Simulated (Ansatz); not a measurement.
Start from TiO$_{2}$ in the anatase structure (space group I4_1/amd, No. 141; a = 3.799 Å, c = 9.701 Å). Axes: x, y, z lie along a, b, c of the conventional cell.

Calculations: DFT with PBE, PAW potentials and a 420 eV plane-wave cutoff in Ansatz (a quantum-chemistry and plane-wave program), without spin-orbit coupling.

Base values:

The pressure is 0.00 GPa and the smallest direct gap is 2.43 eV.

One thing is altered: biaxial strain +0.84 %, plane normal [001], relaxed out of plane (Cartesian); in-plane vectors clamped, the third vector and the atoms free.

### Question
What does the calculation give for the energy relative to the base, pressure, ratio −ε⊥/ε∥ and smallest direct gap after the change?

### Answer
The energy increases by 1.3 meV/atom; the pressure (mean of the normal stresses, compression positive) goes from zero to -1.47 GPa; the ratio −ε⊥/ε∥ amounts to 1.43; the smallest direct gap drops by 0.05 eV, from 2.43 eV to 2.38 eV.

Whether these cells are dynamically stable was not tested. All final runs are without spin polarisation.
